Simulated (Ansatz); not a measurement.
Base system: BN in the zinc blende structure (space group F-43m, No. 216).

```
BN
1.0
    0.00000     1.80486     1.80486
    1.80486     0.00000     1.80486
    1.80486     1.80486     0.00000
B N
1 1
Direct
  0.00000   0.00000   0.00000
  0.25000   0.25000   0.25000
```

Cartesian axes are those of the cell as printed.

Calculations: Kohn–Sham DFT with the r2SCAN functional, run in Ansatz (a first-principles code) with PAW and 500 eV plane waves, scalar-relativistic without spin-orbit coupling.

For the base:

- Valence-band top at Γ: 0.00, 0.00, 0.00 eV
- Pressure: 0.00 GPa

Now apply this change: a pure shear with ε_xy = ε_yx = 0.0114, atoms relaxed at fixed cell.

Question: What happens to the valence-band top at Γ?

Answer: The valence-band top at Γ (three highest levels, from the VBM) changes from 0.00, 0.00, 0.00 eV to 0.00, -0.06, -0.11 eV.

Question: Predict the new pressure.

Answer: The pressure (mean of the normal stresses, compression positive) goes from zero to 0.24 GPa.

The levels and masses belong to the bands next to the band gap. The cells carry an imposed strain or load. No phonon test of stability was made.
